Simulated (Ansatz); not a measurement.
The starting structures come from a database of crystals and need not be the phases stable at ambient conditions.

 Where the default PAW files enter, the runs use the earlier of Ansatz's two default sets.

Here is the system:

```yaml
crystal:
  lattice:
    - [4.59303, 0.00000, 0.00000]
    - [0.00000, 4.59303, 0.00000]
    - [0.00000, 0.00000, 8.97414]
  atoms:
    - { symbol: Li, position: [0.00000, 0.00000, 0.33646] }
    - { symbol: Li, position: [0.00000, 0.00000, 0.66354] }
    - { symbol: Li, position: [0.50000, 0.50000, 0.83646] }
    - { symbol: Li, position: [0.50000, 0.50000, 0.16354] }
    - { symbol: Pd, position: [0.50000, 0.50000, 0.50000] }
    - { symbol: Pd, position: [0.00000, 0.00000, 0.00000] }
    - { symbol: F, position: [0.69453, 0.30547, 0.66149] }
    - { symbol: F, position: [0.30547, 0.69453, 0.33851] }
    - { symbol: F, position: [0.19453, 0.19453, 0.16149] }
    - { symbol: F, position: [0.80547, 0.80547, 0.83851] }
    - { symbol: F, position: [0.30547, 0.69453, 0.66149] }
    - { symbol: F, position: [0.69453, 0.30547, 0.33851] }
    - { symbol: F, position: [0.80547, 0.80547, 0.16149] }
    - { symbol: F, position: [0.19453, 0.19453, 0.83851] }
    - { symbol: F, position: [0.29559, 0.70441, 0.00000] }
    - { symbol: F, position: [0.70441, 0.29559, 0.00000] }
    - { symbol: F, position: [0.79559, 0.79559, 0.50000] }
    - { symbol: F, position: [0.20441, 0.20441, 0.50000] }
```

Space group of this cell: P4_2/mnm. The cell is taken as given.

Transport runs along the normal of the first two printed cell vectors, the (001) plane of the conventional cell.

No gap correction and no spin-orbit coupling; mid-gap values are interpolated between computed energies.

### Question
Give the band gap and the smallest decay constant κ at mid-gap that r2SCAN (Ansatz, a quantum-chemistry and plane-wave program) yields.

### Answer
Gap 2.46 eV on a 8×8×4 mesh; κ = 0.564 1/Å, at the zone centre.
